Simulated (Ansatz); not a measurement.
A (8,0) germanium nanotube, relaxed period 7.000 Å, atoms relaxed at each strain.

```tsv
strain	energy (meV a period)	axial force (nN)
-0.015	+61.8	-1.92
+0.015	+58.4	+1.80
```

Method: PBE (plane waves to 420 eV, PAW; Ansatz, a program for electronic structure). Mesh 1×1×12. No spin polarisation. Isolated but for its images some 11 Å away. A hypothetical model, rolled from the flat sheet. Only distortions within the start's symmetry and period were free. Values not marked SOC lack spin–orbit coupling. Buckling under compression is shut out by symmetry and the short period. Energies are free energies at a Fermi–Dirac width of 0.05 eV, from the unstrained cell.

Mean diameter 10.37 Å.

Task: Work out the axial stiffness dF/dε in two ways, and what it means for a modulus.

Result: From the forces: (+1.80 − (-1.92))/0.030 = 124 nN. From the energies: (E₊ + E₋)/(ε² c) = 0.1202 eV/(0.015² × 7.000 Å) = 76.3 eV/Å = 122 nN. The two agree to within 2 %. Spread over the circumference π × 10.37 Å, the force value is a sheet stiffness of 38 N/m.
